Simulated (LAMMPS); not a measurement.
Molecular dynamics of a melt made from TiO2 (rutile), 576 atoms, at 2730 K and 5 GPa, brought to that temperature within a few picoseconds.

Model: classical MD, Buckingham potential of Matsui and Akaogi, Mol. Simul. 6, 239 (1991), as tabulated by Reinhardt, J. Chem. Phys. 151, 064505 (2019), used with rigid ions (no shells), PPPM sums, short-range terms cut at 10 Å, modified for these runs by an r^-4 repulsive force inside the short-range force's maximum; code LAMMPS.

| Item | Result |
|---|---|
| state found | liquid |
| density | 3.972 ± 0.007 g/cm³ |
| volume per atom | 11.13 ± 0.02 Å³/atom |
| enthalpy per atom | -11.864 ± 0.003 eV/atom |
| first peak of g(r), O-Ti | 1.91 Å, height 4.9 |
| coordination number of O by Ti | 3.33 (counted to 2.90 Å) |
| coordination number of Ti by O | 6.67 (counted to 2.90 Å) |
| most common O-Ti-O angle | at the 3° bin centred on 76.5°, after smoothing over three bins (mean of all 101°) |
| most common Ti-O-Ti angle | at the 3° bin centred on 97.5°, after smoothing over three bins (mean of all 112°) |
| self-diffusion coefficient of O (not corrected for cell size) | (3.2 ± 0.3) × 10^-5 cm²/s |
| self-diffusion coefficient of Ti (not corrected for cell size) | (1.49 ± 0.04) × 10^-5 cm²/s |
| shear viscosity (Green-Kubo) | 9 ± 1 mPa s |
| mean frequency of the vibrational (phonon) density of states | 13.0 THz |
| cost | around 21 core-minutes (rough) |

Potential: Matsui and Akaogi, Mol. Simul. 6, 239 (1991), as tabulated by Reinhardt, J. Chem. Phys. 151, 064505 (2019); partial charges.

Caution: a run this short can hold a crystal over, or a liquid under, the potential's own melting point, which these runs don't give.

States go by the mean squared displacement: a species diffuses where it passes 1.5 Å², still rises and gives D over 1e-6 cm²/s; a crystal has left its structure where atoms lie 0.35 Å off their sites on average or a cubic box changes its shape by 3 %, or the axial ratios of another lie 8 % off the starting cell's, which the potential's own relaxation can also do.

Errors of D are the spread over four groups of atoms in one short run; a floor of about 5 %, a picked value, is safer.

Uncertainties are statistical and leave out the potential's own error.

```tsv
r (Å)	g(r), O-Ti
1.500	0.000
1.540	0.005
1.580	0.005
1.620	0.075
1.660	0.272
1.700	0.773
1.740	1.49
1.780	2.57
1.820	3.83
1.860	4.29
1.900	4.86
1.940	4.58
1.980	4.25
2.020	3.80
2.060	3.15
2.100	2.61
2.140	2.02
2.180	1.74
2.220	1.44
2.260	1.23
2.300	0.949
2.340	0.927
2.380	0.673
2.420	0.688
2.460	0.546
2.500	0.566
2.540	0.441
2.580	0.471
2.620	0.419
2.660	0.389
2.700	0.426
2.740	0.439
2.780	0.387
2.820	0.391
2.860	0.373
2.900	0.375
2.940	0.390
2.980	0.425
3.020	0.390
3.060	0.483
3.100	0.486
3.140	0.534
3.180	0.528
3.220	0.534
3.260	0.563
3.300	0.646
3.340	0.666
3.380	0.713
3.420	0.735
3.460	0.757
3.500	0.784
3.540	0.866
3.580	0.860
3.620	0.898
3.660	0.952
3.700	1.01
3.740	0.971
3.780	1.04
3.820	1.08
3.860	1.15
3.900	1.10
3.940	1.12
3.980	1.24
4.020	1.24
4.060	1.29
4.100	1.22
4.140	1.27
4.180	1.30
4.220	1.34
4.260	1.36
4.300	1.35
4.340	1.36
4.380	1.33
4.420	1.29
4.460	1.34
4.500	1.27
4.540	1.23
4.580	1.20
4.620	1.18
4.660	1.14
4.700	1.11
4.740	1.07
4.780	1.04
4.820	1.05
4.860	1.04
4.900	1.03
4.940	0.989
4.980	0.951
5.020	0.976
5.060	0.922
5.100	0.935
5.140	0.946
5.180	0.981
5.220	0.938
5.260	0.922
5.300	0.942
5.340	0.873
5.380	0.916
5.420	0.883
5.460	0.895
5.500	0.881
5.540	0.868
5.580	0.861
```

| t (ps) | MSD (Å²), O | MSD (Å²), Ti |
|---|---|---|
| 0.1000 | 0.509 | 0.348 |
| 0.2000 | 0.791 | 0.538 |
| 0.3000 | 1.02 | 0.678 |
| 0.4000 | 1.26 | 0.807 |
| 0.5000 | 1.47 | 0.919 |
| 0.6000 | 1.69 | 1.03 |
| 0.7000 | 1.92 | 1.15 |
| 0.8000 | 2.13 | 1.25 |
| 0.9000 | 2.35 | 1.35 |
| 1.100 | 2.78 | 1.58 |
| 1.200 | 3.00 | 1.67 |
| 1.400 | 3.45 | 1.88 |
| 1.700 | 4.08 | 2.20 |
| 1.900 | 4.50 | 2.37 |
| 2.200 | 5.16 | 2.69 |
| 2.600 | 6.03 | 3.07 |
| 3.000 | 6.89 | 3.42 |
| 3.400 | 7.75 | 3.81 |
| 3.900 | 8.80 | 4.26 |
| 4.500 | 10.1 | 4.79 |
| 5.200 | 11.6 | 5.47 |
| 6.100 | 13.4 | 6.33 |
| 7.000 | 15.3 | 7.17 |
| 8.100 | 17.6 | 8.24 |
| 9.300 | 20.2 | 9.37 |
| 10.70 | 23.1 | 10.7 |
| 12.40 | 26.5 | 12.2 |
| 14.20 | 30.0 | 13.9 |
| 16.40 | 34.3 | 15.9 |
| 18.90 | 38.8 | 18.2 |
| 21.80 | 44.2 | 20.8 |
| 25.20 | 50.6 | 23.5 |
